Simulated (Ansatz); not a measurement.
Consider the following.

```
BAs
1.0
    0.00000     2.37244     2.37244
    2.37244     0.00000     2.37244
    2.37244     2.37244     0.00000
As B
1 1
Cartesian
  3.55866   3.55866   3.55866
  0.00000   0.00000   0.00000
```

A single point on BAs with a change (pressure 2.1 GPa), its geometry relaxed with PBEsol.

All numbers come from HSE06/PAW in Ansatz (a program for electronic structure), noncollinear with spin-orbit coupling. k-mesh 8×8×8 (Γ-centred); smearing 0.01 eV (Fermi–Dirac).

**Question.** Estimate the band gap.

**Answer.** 1.73 eV.

**Question.** What is the computed valence-band top at Γ (three highest Kramers pairs, from the VBM)?

**Answer.** 0.00, 0.00, -0.23 eV.

Single points use the geometry relaxed with PBEsol. HSE06 gaps are upper bounds (no full band path). Load acts through the strain it causes; cell and atoms are relaxed under it. Stability against distortions was not tested. The cell was made from BAs in the zinc blende structure (space group F-43m, No. 216) by this change: pressure 2.1 GPa.
